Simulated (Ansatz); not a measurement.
Relaxation of the outer planes of the (100) surface of zinc-blende CdSe in its 1x1 cell (cut with top plane Cd, bottom plane Cd), relaxed from an ideal cut (the real face may reconstruct), outermost plane spacing 1.55 Å in the ideal cut (one of several cuts of this face), with 1 Cd a cell over the bulk's ratio.

These are PBE (plane waves to 420 eV, PAW; Ansatz, a quantum-chemistry and plane-wave program) values and carry that method's errors.

Set-up: 9 atoms, Cd5Se4, 12.4 Å thick at the start; mesh 6x6x1; 0.025 eV smearing; dipole correction on; all atoms relaxed; start symmetry kept, larger cells not searched; no spin (no spin-polarised run to compare, though such a face may carry moments), no spin-orbit, no U. The slab shows no gap over 0.04 eV on its mesh.

```
plane  atoms  bulk spacing to the next (Å)  relaxed spacing (Å)  change (%)  rumpling (Å)
-----  -----  ----------------------------  -------------------  ----------  ------------
1         Cd                         1.549                  [?]         [?]          0.00
2         Se                         1.549                1.596         3.0          0.00
```

Task: Complete the blanks.

Result: 
- 1, relaxed spacing (Å): 1.578
- 1, change (%): 1.9
